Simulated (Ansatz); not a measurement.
## A computed series for Sc: response to strain

The parent structure is Sc in the hcp (Mg type) structure (space group P6_3/mmc, No. 194; a = 3.275 Å, c = 5.105 Å; relaxed with 0.1 eV smearing). Axes: x lies along a and z along c of the hexagonal cell.

Strains are applied to the cell and any free atomic positions relax.

Level of theory: Ansatz (an electronic-structure program), PBEsol, PAW, cutoff 420 eV, no SOC.

Notes on the quantities. energy relative to the base: free energy F.

```json
[
 {"case": "base", "energy relative to the base": "0 meV/atom", "shortest interatomic distance": "3.177 Å"},
 {"case": "tensor shear ε_xz = +0.57 %", "energy relative to the base": "+0.3 meV/atom", "shortest interatomic distance": "3.162 Å"},
 {"case": "tensor shear ε_xz = +0.86 %", "energy relative to the base": "+0.7 meV/atom", "shortest interatomic distance": "3.154 Å"},
 {"case": "tensor shear ε_xz = +2.00 %", "energy relative to the base": "+3.8 meV/atom", "shortest interatomic distance": "3.126 Å"},
 {"case": "tensor shear ε_xz = +1.43 %", "energy relative to the base": "+1.9 meV/atom", "shortest interatomic distance": "3.139 Å"},
 {"case": "tensor shear ε_xz = +1.71 %", "energy relative to the base": "+2.8 meV/atom", "shortest interatomic distance": "3.133 Å"},
 {"case": "tensor shear ε_xz = +1.14 %", "energy relative to the base": "+1.2 meV/atom", "shortest interatomic distance": "3.147 Å"},
 {"case": "tensor shear ε_xz = +0.29 %", "energy relative to the base": "+0.1 meV/atom", "shortest interatomic distance": "3.169 Å"}
]
```

Stability against distortions was not tested. All final runs are without spin polarisation.
